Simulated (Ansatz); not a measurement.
Start from NaCl in the rock salt structure (space group Fm-3m, No. 225; a = 5.601 Å).

Level of theory: PBEsol, PAW, 420 eV (Ansatz, an electronic-structure program; no spin-orbit coupling).

For the base:

```
Quantity       Value
--------  ----------
Density   2.21 g/cm³
```

Modification: hydrostatic tension (pressure −2 GPa).

**Question.** How does this affect the density and mean gap deformation potential ΔEg/Δln V?

**Answer.** The density falls by 0.205 g/cm³ (2.21 g/cm³ → 2.00 g/cm³); the mean gap deformation potential ΔEg/Δln V is -3.5 eV.

Load acts through the strain it causes; cell and atoms are relaxed under it. Whether these cells are dynamically stable was not tested.
